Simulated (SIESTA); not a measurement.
**SIESTA run on Si (P6_3/mmc, 4 atoms in the cell): self-consistent single point**

Method of the run: LDA PW92, numerical atomic orbitals TZP, PseudoDojo LDA standard norm-conserving potentials (rewritten from UPF to PSML) (SIESTA 5.4.2).

Input:

```
SystemName  Si
SystemLabel siesta

NumberOfAtoms                4
NumberOfSpecies              1
%block ChemicalSpeciesLabel
  1 14 Si
%endblock ChemicalSpeciesLabel
LatticeConstant              1.0 Ang
%block LatticeVectors
     2.781611000    0.000000000    0.000000000
    -1.390805000    2.408945000    0.000000000
     0.000000000    0.000000000    8.949851000
%endblock LatticeVectors
AtomicCoordinatesFormat      Bohr
%block AtomicCoordinatesAndAtomicSpecies
     0.000000000    0.000000000    0.000000000  1
     0.000000000    0.000000000    8.456383623  1
    -0.000001998    3.034832384    4.228191812  1
     2.628244431    1.517413916   12.684575435  1
%endblock AtomicCoordinatesAndAtomicSpecies

XC.functional                LDA
XC.authors                   PW92
PAO.BasisSize                TZP
PAO.EnergyShift              0.01 Ry
MeshCutoff                   350 Ry
%block kgrid.MonkhorstPack
    9   0   0  0.0
    0   9   0  0.0
    0   0   3  0.0
%endblock kgrid.MonkhorstPack
OccupationFunction           FD
ElectronicTemperature        100.0 meV

MaxSCFIterations             150
SCF.Mixer.Method             Broyden
SCF.Mixer.Weight             0.2
SCF.Mixer.History            8
SCF.DM.Tolerance             1.0E-05
Diag.ParallelOverK           true
WriteForces                  true
```

Output (repeated stretches shortened):

```
reinit: Reading from file input.fdf

reinit: System Name: Si
reinit: System Label: siesta

coor:   Atomic-coordinates input format  =     Cartesian coordinates
coor:                                            (in Bohr units)

siesta: Atomic coordinates (Bohr) and species
siesta:      0.00000   0.00000   0.00000  1        1
siesta:      0.00000   0.00000   8.45638  1        2
siesta:     -0.00000   3.03483   4.22819  1        3
siesta:      2.62824   1.51741  12.68458  1        4

siesta: System type = bulk

initatomlists: Number of atoms, orbitals, and projectors:      4    68    72

siesta: ******************** Simulation parameters ****************************
redata: Spin configuration                          = none
redata: Time-Reversal Symmetry                      = T
redata: Number of Atomic Species                    =        1
redata: Mesh Cutoff                                 =   350.0000 Ry
redata: Net charge of the system                    =     0.0000 |e|
redata: Min. number of SCF Iter                     =        0
redata: Max. number of SCF Iter                     =      150
redata: SCF convergence failure will abort job
redata: SCF mix quantity                            = Hamiltonian
redata: Mix DM or H after convergence               =   F
redata: Recompute H after scf cycle                 =   F
redata: Mix DM in first SCF step                    =   T
redata: No kicks to SCF
redata: DM Mixing Weight for Kicks                  =     0.5000
redata: Require Harris convergence for SCF          =   F
redata: Harris energy tolerance for SCF             =     0.000100 eV
redata: Require DM convergence for SCF              =   T
redata: DM tolerance for SCF                        =     0.000010
redata: Require EDM convergence for SCF             =   F
redata: EDM tolerance for SCF                       =     0.001000 eV
redata: Require H convergence for SCF               =   T
redata: Hamiltonian tolerance for SCF               =     0.001000 eV
redata: Require (free) Energy convergence for SCF   =   F
redata: (free) Energy tolerance for SCF             =     0.000100 eV
redata: Using DFT-D3 dispersion                     =   F
redata: Using Saved Data (generic)                  =   F
redata: Method of Calculation                       = Diagonalization
redata: Electronic Temperature                      =  1160.4518 K
redata: Number of TDED substeps                     =        3
redata: Dynamics option                             = Single-point calculation
redata: Save all siesta data in one NC              =   F
redata: ***********************************************************************

%block SCF.Mixers
  Broyden
%endblock SCF.Mixers

%block SCF.Mixer.Broyden
  # Mixing method
  method broyden

  # Mixing options
  weight 0.2000
  weight.linear 0.2000
  weight.prime 0.2000
  history 8
%endblock SCF.Mixer.Broyden

DM_history_depth set to one: no extrapolation allowed by default for geometry relaxation
Size of DM history Fstack: 1
Total number of electrons:    16.000000
Total ionic charge:    16.000000

* ProcessorY, Blocksize:    1  64

* Orbital distribution balance (max,min):    68    68

 Kpoints in:          135 . Kpoints trimmed:          122

siesta: k-grid: Number of k-points = 122
siesta: k-points from Monkhorst-Pack grid
siesta: k-cutoff (effective) =    12.517 Ang
siesta: k-point supercell and displacements
siesta: k-grid:     9     0     0      0.000
siesta: k-grid:     0     9     0      0.000
siesta: k-grid:     0     0     3      0.000

diag: Algorithm                                     = D&C
diag: Parallel over k                               =   F
diag: Use parallel 2D distribution                  =   F
diag: Parallel block-size                           = 64
diag: Parallel distribution                         =     1 x     1
diag: Used triangular part                          = Lower
diag: Absolute tolerance                            =  0.100E-15
diag: Orthogonalization factor                      =  0.100E-05
diag: Memory factor                                 =  1.0000

superc: Internal auxiliary supercell:     7 x     7 x     3  =     147
superc: Number of atoms, orbitals, and projectors:    588   9996  10584

                        Single-point calculation

superc: Internal auxiliary supercell:     7 x     7 x     3  =     147
superc: Number of atoms, orbitals, and projectors:    588   9996  10584

outcell: Unit cell vectors (Ang):
        2.781611    0.000000    0.000000
       -1.390805    2.408945    0.000000
        0.000000    0.000000    8.949851

outcell: Cell vector modules (Ang)   :    2.781611    2.781610    8.949851
outcell: Cell angles (23,13,12) (deg):     90.0000     90.0000    120.0000
outcell: Cell volume (Ang**3)        :     59.9707
new_DM -- step:     1
Initializing Density Matrix...

Attempting to read DM from file... Failed...
DM filled with atomic data:

InitMesh: MESH = 30 x 30 x 108 = 97200
InitMesh: Mesh cutoff (required, used) =   350.000   402.456 Ry

stepf: Fermi-Dirac step function

        iscf     Eharris(eV)        E_KS(eV)     FreeEng(eV)     dDmax    Ef(eV) dHmax(eV)
   scf:    1     -450.586396     -461.787876     -461.841724  1.360509 -4.173155  0.209662
   scf:    2     -461.800245     -461.794103     -461.847852  0.010227 -4.194471  0.159952
   scf:    3     -461.812391     -461.803718     -461.857117  0.031132 -4.266925  0.008640
   scf:    4     -461.803737     -461.803729     -461.857130  0.000773 -4.268608  0.001294
   scf:    5     -461.803725     -461.803727     -461.857130  0.000097 -4.268730  0.000955
   scf:    6     -461.803725     -461.803726     -461.857131  0.000035 -4.268739  0.000723
   scf:    7     -461.803724     -461.803725     -461.857131  0.000027 -4.268744  0.000543
   scf:    8     -461.803723     -461.803724     -461.857131  0.000021 -4.268748  0.000404
   scf:    9     -461.803723     -461.803723     -461.857131  0.000016 -4.268751  0.000300
   scf:   10     -461.803723     -461.803723     -461.857131  0.000012 -4.268753  0.000223
   scf:   11     -461.803722     -461.803723     -461.857131  0.000010 -4.268757  0.000166
   scf:   12     -461.803722     -461.803722     -461.857131  0.000007 -4.268758  0.000123

SCF Convergence by DM+H criterion
max |DM_out - DM_in|         :     0.0000074647
max |H_out - H_in|      (eV) :     0.0001231647
SCF cycle converged after 12 iterations

Using DM_out to compute the final energy and forces

siesta: E_KS(eV) =             -461.8037

siesta: E_KS - E_eggbox =      -461.8037

siesta: Atomic forces (eV/Ang):
     1   -0.000000   -0.000000    0.000000
     2   -0.000000    0.000000   -0.000000
     3    0.000002   -0.000000   -0.000000
     4   -0.000002    0.000000    0.000000
   Tot   -0.000000    0.000000   -0.000000
   Max    0.000002
   Res    0.000001    sqrt( Sum f_i^2 / 3N )
   Max    0.000002    constrained

Stress tensor Voigt[x,y,z,yz,xz,xy] (kbar):       66.75       66.75        5.70       -0.00        0.00        0.00
(Free)E + p*V (eV/cell)     -463.5940
Target enthalpy (eV/cell)     -461.8571

siesta: Program's energy decomposition (eV):
siesta: Ebs     =      -158.439899
siesta: Eions   =       911.774373
siesta: Ena     =       367.746246
siesta: Ekin    =       166.841178
siesta: Enl     =        70.722085
siesta: Eso     =         0.000000
siesta: Edftu   =         0.000000
siesta: DEna    =        14.181904
siesta: DUscf   =         0.245930
siesta: DUext   =         0.000000
siesta: Ex      =      -144.651941
siesta: Ec      =       -25.114751
siesta: Exc     =      -169.766692
siesta: Eharris =      -461.803722
siesta: Etot    =      -461.803722
siesta: FreeEng =      -461.857131

siesta: Stress tensor (static) (eV/Ang**3):
siesta:     0.041664    0.000000    0.000000
siesta:     0.000000    0.041664   -0.000000
siesta:     0.000000   -0.000000    0.003557

siesta: Cell volume =         59.970695 Ang**3

siesta: Pressure (static):
siesta:                Solid            Molecule  Units
siesta:          -0.00031543         -0.00031543  Ry/Bohr**3
siesta:          -0.02896159         -0.02896158  eV/Ang**3
siesta:         -46.40157926        -46.40155970  kBar
```

The run converged in 12 iterations.

The starting cell was generated: these elements placed on a structure prototype, without a prior relaxation; it need not be a known phase or ordering of this composition. Its lattice was rescaled by a random factor within 2.5 % of one. Values carry the incompleteness of an atom-centred basis. With a pressure of about -5 GPa the cell is away from its equilibrium volume at this level.

Cost on one core of a shared machine: roughly 80 s.
